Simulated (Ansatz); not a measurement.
The parent structure is InAs in the zinc blende structure (space group F-43m, No. 216).

```xyz
2
Lattice="0.0000 3.0435 3.0435 3.0435 0.0000 3.0435 3.0435 3.0435 0.0000" Properties=species:S:1:pos:R:3 pbc="T T T"
As     4.5652     4.5652     4.5652
In     0.0000     0.0000     0.0000
```

The values are results of PBEsol in Ansatz (plane waves to 420 eV, PAW, no spin-orbit coupling), not measurements.

Base values:

* **Density**: 5.59 g/cm³
* **Gap character**: absent

Modification: Al takes the place of In on all its sites, then cell and atoms are relaxed.

Tabulated Pauling electronegativity and covalent radius: In 1.78, 1.42 Å; Al 1.61, 1.21 Å.

Problem. Predict the new density, gap character and electron mass.

Solution. The density drops by 1.884 g/cm³ to 3.70 g/cm³; the gap character goes from absent to indirect, Γ → X; the electron mass is 0.87 mₑ along k, 0.24 mₑ across (at X).

Masses are band curvatures over ±0.01 Å⁻¹ around the edge. Along k means along the line from Γ to the band edge. Stability against distortions was not tested. All final runs are without spin polarisation.

Ansatz is a program for electronic structure.
